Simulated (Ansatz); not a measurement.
# Na: response to strain

Start from Na in the bcc (W type) structure (space group Im-3m, No. 229; a = 4.1735 Å; relaxed with 0.1 eV smearing). Axes: x, y, z lie along the cube axes.

Strains are applied to the cell and any free atomic positions relax; under biaxial strain the out-of-plane vector relaxes too.

Calculations: PBEsol (Ansatz, a quantum-chemistry and plane-wave program, PAW, spin-orbit coupling left out).

Candidates:
(a) biaxial strain +1.00 %, plane normal [001], relaxed out of plane
(b) biaxial strain +2.00 %, plane normal [001], relaxed out of plane
(c) biaxial strain −1.00 %, plane normal [001], relaxed out of plane
(d) biaxial strain +0.50 %, plane normal [001], relaxed out of plane

### Question
Order them by out-of-plane strain, highest first.

### Answer
(c) biaxial strain −1.00 %, plane normal [001], relaxed out of plane (+1.74 %), (d) biaxial strain +0.50 %, plane normal [001], relaxed out of plane (-0.81 %), (a) biaxial strain +1.00 %, plane normal [001], relaxed out of plane (-1.59 %), (b) biaxial strain +2.00 %, plane normal [001], relaxed out of plane (-2.98 %)

No phonon test of stability was made.
